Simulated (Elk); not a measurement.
A self-consistent single point of Ag₃As (P6_3/mmc, 8 atoms in the cell) with Elk.

Level of theory: LDA (PW92), spin-orbit coupling in second variation, all-electron FP-LAPW, Elk's shipped species files, LAPW+lo basis (Elk).

```
CELL_PARAMETERS angstrom
      5.94004     0.00000     0.00000
     -2.97002     5.14423     0.00000
      0.00000     0.00000     4.80041
ATOMIC_POSITIONS crystal
  Ag 0.33321 0.16661 0.75000
  Ag 0.66679 0.83339 0.25000
  Ag 0.16661 0.33321 0.25000
  Ag 0.83339 0.66679 0.75000
  Ag 0.83339 0.16661 0.75000
  Ag 0.16661 0.83339 0.25000
  As 0.66667 0.33333 0.25000
  As 0.33333 0.66667 0.75000
```

Reference input (self-consistent single point, DFT, LDA (PW92), all-electron FP-LAPW, Elk's shipped species files, LAPW+lo basis): rgkmax = 7.5; swidth = 0.00367493 Ha; ngridk = 4 4 4; gmaxvr = 16 1/bohr; nxoapwlo = 1; maxscl = 100. This run's input differs from it in these lines:

```diff
@@ -2,2 +2,5 @@
   0
+
+spinorb
+  .true.
 
@@ -11,2 +14,8 @@
   1
+
+lmaxi
+  3
+
+nempty
+  10
```

Log, with long lists cut:

```
│ Self-consistent loop started │
│ Loop number : 1 │
 total energy                :     -36371.6496922
 total moment                :   0.3424114662E-21 -0.3832040343E-20  0.2981303536E-12
│ Loop number : 2 │
 total energy                :     -36373.3486916
 total moment                :  -0.2218036511E-20 -0.1515464932E-20 -0.1200385039E-11
RMS change in Kohn-Sham potential (target) :   0.1057466701     (  0.1000000000E-05)
Absolute change in total energy (target)   :    1.698999410     (  0.1000000000E-03)
│ Loop number : 3 │
 total energy                :     -36384.2899738
   [... lines left out ...]
 total energy                :     -36390.3220223
 total moment                :   0.7991443562E-20 -0.1210544780E-20 -0.1126109597E-09
RMS change in Kohn-Sham potential (target) :   0.1326681335E-07 (  0.1000000000E-05)
Absolute change in total energy (target)   :   0.1248453409E-03 (  0.1000000000E-03)
│ Loop number : 17 │
 total energy                :     -36390.3220211
 total moment                :  -0.2849627719E-20 -0.5847627372E-20 -0.1126105563E-09
RMS change in Kohn-Sham potential (target) :   0.4377170297E-08 (  0.1000000000E-05)
Absolute change in total energy (target)   :   0.3003070015E-04 (  0.1000000000E-03)
Convergence targets achieved

│ Loop number : 18 │

Energies :
 Fermi                       :     0.234800065696
 xc effective B-field        :    -0.349173157699E-09
 external B-field            :      0.00000000000
 total energy                :     -36390.3220227
 (external B-field energy excluded from total)

Density of states at Fermi energy :    90.09211326
 (states/Hartree/unit cell)

Estimated indirect band gap :   0.1006205120E-02
 from k-point     10 to k-point      2
Estimated direct band gap   :   0.7952860018E-02
 at k-point      6

Charges :
 core                        :    204.0000000
 valence                     :    144.0000000
 interstitial                :    9.919694345
 muffin-tins (core leakage)
  species :    1 (Ag)
   atom    1                 :    45.92431824     (  0.1271796890E-08)
   [... lines left out ...]
  species :    2 (As)
   atom    1                 :    0.000000000       0.000000000       0.000000000
   atom    2                 :    0.000000000       0.000000000       0.000000000
 total in muffin-tins        :    0.000000000       0.000000000       0.000000000
 total moment                :   0.1751288267E-20 -0.5713703126E-20 -0.1126103864E-09

│ Self-consistent loop stopped │
```

The run converged in 18 iterations. The count includes the last loop, which Elk runs after its targets are met. 

The starting cell comes from a database of computed structures (which also holds hypothetical and non-ambient phases and stackings), without a prior relaxation at this level. Values depend on the basis (sphere radii, cutoffs, local orbitals), which need not be converged. The run gives no clean gap (levels at the Fermi energy touch, overlap or are partly filled at this smearing), which alone does not show that the compound is a metal. The log's line on a gap gives a spacing of levels on this mesh, which the program prints for metals too.

Cost on one core of a shared machine: roughly 10 min.
